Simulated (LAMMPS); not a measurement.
LAMMPS 22 Jul 2025, classical MD, EAM (W_zhou.eam.alloy): W, 5488 atoms.

```yaml
task: MD, nve
potential: EAM, W_zhou.eam.alloy
copies_of_the_repeat_unit: 14×14×14
shape (slab and sphere leave vacuum in the box): bulk
steps: 2000
timestep: 2 fs
thermo: 50
newton: on (default)
atom_modify sort (bins of 2 Å where set): 1000 (default)
comm_style: brick (default)
box: 44.3 × 44.3 × 44.3 Å
start: generated bcc lattice, warmed in an untimed run
```

All runs start from one configuration, warmed at this fixed volume for 1000 steps under a thermostat at 100 K. The run at a skin of 2 Å has a mean temperature of 101 K and a mean pressure of 0.3 GPa.

Each setting ran once; only counts and results are compared.

With neigh_modify every 1 delay 0 check yes, skins of 0.1, 0.3, 0.5, 1, 1.5, 2, 3 Å were run. Further schedules:
- skin 1 Å, every 10 delay 0 check yes
- skin 1 Å, every 20 delay 0 check no
- skin 0.3 Å, every 10 delay 0 check yes
- skin 2 Å, every 10 delay 0 check yes
- skin 1 Å, every 1 delay 10 check yes
- skin 0.3 Å, every 20 delay 0 check no
- skin 0.3 Å, every 1 delay 10 check yes

A schedule rebuilds too seldom if it shows a dangerous build, rebuilds less often than the check at every step does at that skin, or fails.

**Question.** Name the settings that rebuild less often than the motion of the atoms asks.

**Answer.** With the check at every step the rebuilds are 230 at 0.1 Å, 71 at 0.3 Å, 0 at 0.5 Å, 0 at 1 Å, 0 at 1.5 Å, 0 at 2 Å, 0 at 3 Å. Too seldom: skin 0.3 Å, every 10 delay 0 check yes.

```
setting                                 rebuilds  dangerous builds  list entries an atom  change of the total energy (meV/atom)
--------------------------------------  --------  ----------------  --------------------  -------------------------------------
skin 0.1 Å, every 1 delay 0 check yes        230                 —                  68.0                            under 0.001
skin 0.3 Å, every 1 delay 0 check yes         71                 —                  71.2                            under 0.001
skin 0.5 Å, every 1 delay 0 check yes          0                 —                  84.0                            under 0.001
skin 1 Å, every 1 delay 0 check yes            0                 —                  84.3                            under 0.001
skin 1.5 Å, every 1 delay 0 check yes          0                 —                   109                            under 0.001
skin 2 Å, every 1 delay 0 check yes            0                 —                   129                            under 0.001
skin 3 Å, every 1 delay 0 check yes            0                 —                   165                            under 0.001
skin 1 Å, every 10 delay 0 check yes           0                 0                  84.3                            under 0.001
skin 1 Å, every 20 delay 0 check no          100       not counted                  84.3                            under 0.001
skin 0.3 Å, every 10 delay 0 check yes        64                 0                  71.2                            under 0.001
skin 2 Å, every 10 delay 0 check yes           0                 0                   129                            under 0.001
skin 1 Å, every 1 delay 10 check yes           0                 0                  84.3                            under 0.001
skin 0.3 Å, every 20 delay 0 check no        100       not counted                  71.2                            under 0.001
skin 0.3 Å, every 1 delay 10 check yes        71                 0                  71.2                            under 0.001
```

Where the energy changes as in the checked runs, the late rebuilds cost nothing that shows in this run. List entries are as LAMMPS prints them (Ave neighs/atom).
